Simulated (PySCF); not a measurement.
PySCF 2.14.0, CAM-B3LYP/def2-svp: Mo(O)2(OH)2 ([O]=[Mo](=[O])([OH])[OH]), 7 atoms. The geometry is a generated start, not checked to be a minimum at this level.

```
Quantity                                                   Value
-------------------------------  -------------------------------
task                                                      energy
method                                                 cam-b3lyp
basis                                                   def2-svp
mol.max_memory                                           7000 MB
mf.init_guess                                    minao (default)
mf.DIIS                                          CDIIS (default)
mf.diis_space                                        8 (default)
mf.conv_tol                                      1e-09 (default)
mf.grids.level                                       3 (default)
effective core potentials        those of the basis set, past Kr
basis functions (reference run)                               97
grid points (reference run)                                98384
```

```xyz
7

Mo     0.4020     0.0007     0.0613
O      1.4707     0.7687    -0.9221
O      1.2003    -0.7563     1.2814
O     -0.4745    -1.2021    -0.8823
H     -0.7417    -1.9146    -1.4735
O     -0.7054     1.1862     0.7459
H     -1.1513     1.9174     1.1894
```

The reference run uses exact four-centre integrals. One run each, on a shared machine, so no times are given.

Settings tried, all else as in the reference:
- COSX exchange (sgx_fit, pjs) with fitted J, mf.with_df.grids_level_i = 1, mf.with_df.grids_level_f = 4
- density fitting
- COSX exchange (sgx_fit, pjs) with fitted J, mf.with_df.grids_level_i = 1, mf.with_df.grids_level_f = 2 (default)
- COSX exchange (sgx_fit, pjs) with fitted J, mf.with_df.grids_level_i = 1, mf.with_df.grids_level_f = 1
- COSX exchange (sgx_fit, pjs) with fitted J, mf.with_df.grids_level_i = 1, mf.with_df.grids_level_f = 3
- density fitting, auxbasis = def2-universal-jfit
- density fitting, auxbasis = autoaux
- density fitting of J alone, exact K

**Question.** Which settings reproduce the reference to 1.0 meV/atom in energy?

**Answer.** Within it: density fitting; density fitting, auxbasis = autoaux; COSX exchange (sgx_fit, pjs) with fitted J, mf.with_df.grids_level_i = 1, mf.with_df.grids_level_f = 3; density fitting of J alone, exact K; COSX exchange (sgx_fit, pjs) with fitted J, mf.with_df.grids_level_i = 1, mf.with_df.grids_level_f = 4; COSX exchange (sgx_fit, pjs) with fitted J, mf.with_df.grids_level_i = 1, mf.with_df.grids_level_f = 2 (default); COSX exchange (sgx_fit, pjs) with fitted J, mf.with_df.grids_level_i = 1, mf.with_df.grids_level_f = 1. Outside: density fitting, auxbasis = def2-universal-jfit.

```
setting                                                                                                           energy against the reference
----------------------------------------------------------------------------------------------------------------  ----------------------------
density fitting                                                                                                                −0.086 meV/atom
density fitting, auxbasis = autoaux                                                                                             +0.21 meV/atom
COSX exchange (sgx_fit, pjs) with fitted J, mf.with_df.grids_level_i = 1, mf.with_df.grids_level_f = 3                          −0.33 meV/atom
density fitting of J alone, exact K                                                                                             −0.34 meV/atom
COSX exchange (sgx_fit, pjs) with fitted J, mf.with_df.grids_level_i = 1, mf.with_df.grids_level_f = 4                          −0.34 meV/atom
COSX exchange (sgx_fit, pjs) with fitted J, mf.with_df.grids_level_i = 1, mf.with_df.grids_level_f = 2 (default)                −0.35 meV/atom
COSX exchange (sgx_fit, pjs) with fitted J, mf.with_df.grids_level_i = 1, mf.with_df.grids_level_f = 1                          −0.46 meV/atom
density fitting, auxbasis = def2-universal-jfit                                                                                   +27 meV/atom
```

Total energies are compared; such shifts often cancel in part in energy differences. sgx_fit (COSX, pjs=True) fits J as well, so its difference is the sum of the grid's shift in exchange and the fit's in Coulomb. def2-universal-jfit is made for Coulomb alone and misses functions that exchange needs. No test of the SCF solution's stability was run. Also tried and not ranked: density fitting, auxbasis = def2-universal-jkfit (same energy as a listed run). The tolerance is a choice made for this comparison.
